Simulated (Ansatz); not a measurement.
**A computed series for TiO2: response to strain**

Consider TiO₂ in the anatase structure (space group I4_1/amd, No. 141; a = 3.739 Å, c = 9.455 Å). Axes: x, y, z lie along a, b, c of the conventional cell.

Strains are applied to the cell and any free atomic positions relax.

The values are results of Ansatz (a program for electronic structure), LDA, PAW, cutoff 420 eV, spin-orbit coupling left out, not measurements.

Notes on the quantities. pressure: mean of the normal stresses, compression positive.

```csv
change,gap character,pressure,volume per atom,band gap
base,–,0.0 kbar,11.02 Å³,2.08 eV
uniaxial strain ε_xx = +0.60 %,"indirect, k = (0, 0, 0.417) in the run's primitive reciprocal basis → Γ",…,11.08 Å³,…
uniaxial strain ε_xx = +1.20 %,"indirect, Γ–T (87 % along) → Γ",-27.1 kbar,11.15 Å³,2.05 eV
uniaxial strain ε_xx = +1.80 %,"indirect, Γ–T (87 % along) → Γ",-39.6 kbar,11.22 Å³,2.04 eV
uniaxial strain ε_xx = +2.40 %,"indirect, Γ–T (87 % along) → Γ",-51.4 kbar,11.28 Å³,2.03 eV
uniaxial strain ε_xx = +3.00 %,"indirect, Γ–T (87 % along) → Γ",-62.5 kbar,11.35 Å³,2.02 eV
```

Task: Complete the table.

Result: 
- uniaxial strain ε_xx = +0.60 %, pressure: -13.9 kbar
- uniaxial strain ε_xx = +0.60 %, band gap: 2.07 eV

No phonon test of stability was made. The final runs are not spin-polarised. Labels are those of the standard path for the cell's own space group.
